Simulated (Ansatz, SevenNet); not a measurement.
For HfSi2 (model structure, started from the AlB2 type, P6/mmm, No. 191, 3 atoms in the cell), the machine-learned potential SevenNet-0 (trained on PBE and PBE+U data) gives:

| Quantity | Result |
|---|---|
| lattice constant a | 4.023 Å |
| lattice parameter c | 3.445 Å |

Problem. What does PBEsol in Ansatz (plane waves, PAW) give for the same quantities?

Solution. 
- lattice constant a: 4.028 Å (rises by 0.1 %)
- lattice parameter c: 3.416 Å (falls by 0.8 %)

Changes are worked out from the printed values.

Unless a cell is named, each level is at its own relaxed cell (SevenNet-0 16.10, PBEsol 16.00 Å³/atom).

Levels without +SOC leave out spin–orbit coupling, which shifts energies and cells of such heavy elements.

Caveats: the cell moved over 20 % in volume from its start (SevenNet-0). Ansatz's density-functional and Hartree–Fock values are scalar-relativistic unless marked +SOC, with PAW data made under PBE.

A model structure was made by putting elements into a prototype or built by hand; it is no filed structure, need not be a known phase, and can be a saddle point held by its symmetry.

Ansatz is a program for electronic structure.
